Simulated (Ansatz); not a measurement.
Consider the following.

```
CELL_PARAMETERS angstrom
      3.86026     0.00000     0.00000
      0.00000     5.45923     0.00000
      0.00000     2.72962     2.68053
ATOMIC_POSITIONS crystal
  N  0.00000 0.00000 0.00000
  Cu 0.00000 0.00000 0.50000
  Cu 0.50000 0.00000 0.00000
  Cu 0.00000 0.50000 0.50000
```

No spin polarisation.

Level of theory: plane-wave PAW DFT at the PBE level (Ansatz, a program for electronic structure, 420 eV), without spin-orbit coupling. k-mesh 9×9×9 (Γ-centred); smearing 0.05 eV (Fermi–Dirac).

What band gap does the calculation give?

0.20 eV.

What is the computed pressure (mean of the normal stresses, compression positive)?

-8.9 kbar.

Estimate the space group.

Cmmm (No. 65).

The cells carry an imposed strain or load. Stability against distortions was not tested. The final runs are not spin-polarised. The cell was made from Cu₃N (space group Pm-3m, No. 221) by this change: biaxial strain +0.87 %, plane normal [110], relaxed out of plane. A zero or small gap of Cu3N can be the functional's error rather than a property of the material.
